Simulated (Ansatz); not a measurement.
RuBr3: pressure series

The reference is RuBr3 (space group P6_3/mcm, No. 193; a = 6.5300 Å, c = 5.7996 Å; made of chains).

Cell and atoms are relaxed at each pressure.

Level of theory: PBEsol (Ansatz, a first-principles code), no spin-orbit coupling.

| pressure (GPa) | volume per atom (Å³/atom) |
|---|---|
| 0 | 26.771 |
| 0.3 | 25.947 |
| 0.7 | 25.204 |
| 1.5 | ? |
| 3 | 22.976 |
| 5 | 21.903 |
| 7.5 | 20.948 |
| 10 | 20.215 |

Q: Fit the third-order Birch–Murnaghan form P(V) = (3B₀/2)[(V₀/V)^(7/3) − (V₀/V)^(5/3)]·[1 + (3/4)(B₀′ − 4)((V₀/V)^(2/3) − 1)] (squares taken in P) to the rows shown and predict the withheld row.

A: Least squares on the printed values gives V₀ = 26.723 Å³/atom, B₀ = 8.54 GPa, B₀′ = 13.1; this predicts 24.217 Å³/atom, and the run gives 24.190 Å³/atom, 0.027 lower.

Load acts through the strain it causes; cell and atoms are relaxed under it. Whether these cells are dynamically stable was not tested. No other phases were tried under pressure. No Hubbard U is applied, and correlation can decide whether such a compound is a metal. All final runs are without spin polarisation. No dispersion term is included in the PBEsol runs.
